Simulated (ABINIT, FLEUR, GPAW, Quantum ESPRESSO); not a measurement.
## Bulk modulus against equilibrium volume of Cu3Au-type Pt3Ti (space group 221) over programs and functionals

Each row is a third-order Birch-Murnaghan fit to seven to nine volumes of Cu3Au-type Pt3Ti (space group 221) in one program and functional, each with its own basis, cutoff and mesh; V0 is in Å^3/atom and B0 in GPa. Along one equation of state d ln B/d ln V = -B', so if levels differed mainly by where they put the minimum, ln B0 would fall on a line in ln V0 with a slope near -B0'.

```
program, functional, potentials  ln V0  ln B0  V0 (Å^3/atom)  B0 (GPa)
-------------------------------  -----  -----  -------------  --------
ABINIT, LDA, PseudoDojo          2.675  5.649          14.51     283.9
GPAW, LDA, PAW                   2.675  5.632          14.51     279.2
Quantum ESPRESSO, LDA, GBRV      2.675  5.652          14.52     284.8
FLEUR, LDA, all-electron         2.679  5.649          14.56     284.1
Quantum ESPRESSO, PBEsol, GBRV   2.695  5.587          14.80     267.0
ABINIT, PBEsol, PseudoDojo       2.695      ?          14.81         ?
GPAW, PBEsol, PAW                2.697  5.570          14.84     262.3
Quantum ESPRESSO, PBE, GBRV      2.732  5.466          15.36     236.4
ABINIT, PBE, PseudoDojo          2.732  5.463          15.36     235.8
GPAW, PBE, PAW                   2.734  5.449          15.39     232.6
FLEUR, PBE, all-electron         2.735  5.464          15.41     236.1
```

Taking a straight line for ln B0 over the 10 complete rows: With u = ln V0 - 2.703, the rows have u = -0.028000, -0.028000, -0.028000, -0.024000, -0.008000, -0.006000, 0.029000, 0.029000, 0.031000, 0.032000. Means: u -0.00010000, ln B0 5.5581. About the means, the sum of products is -0.021550 and the sum of squares of u is 0.0066949; the slope is their ratio. Least squares gives ln B0 = 5.5578 - 3.219·u. Residuals (row less fit): 0.0011, -0.0159, 0.0041, 0.0139, 0.0034, -0.0071, 0.0016, -0.0014, -0.0090, 0.0092; standard error 0.0093 (degrees of freedom: 8). The slope is -3.2; the rows' own B0' run from 4.9 to 5.1, so the line is flatter than -B0': at one and the same volume the levels with the larger V0 are the stiffer ones.

Predict the withheld ln B0 at ln V0 = 2.695 from the fit, and compare with the calculation.

u = -0.008000, so ln B0 = 5.5578 - 3.219 × (-0.008000) = 5.5836. The calculation gives 5.584, which the fit meets to the printed digits. The row lies between fitted rows. From the scatter of the fitted rows alone, a prediction at this place has a standard error of 0.0098, so the miss is 0.0 times that.

The runs keep the symmetry of the cell, so they don't test it for distortions. FLEUR's values depend on its sphere radii, cutoffs and local orbitals, which need not be converged. Spin polarisation is off, and so is spin-orbit coupling; occupations are Fermi-Dirac, smeared by 0.05 eV in metals and 0.01 eV otherwise. Cutoffs and mesh are single choices, not tested for convergence of this quantity. No row is a reference.
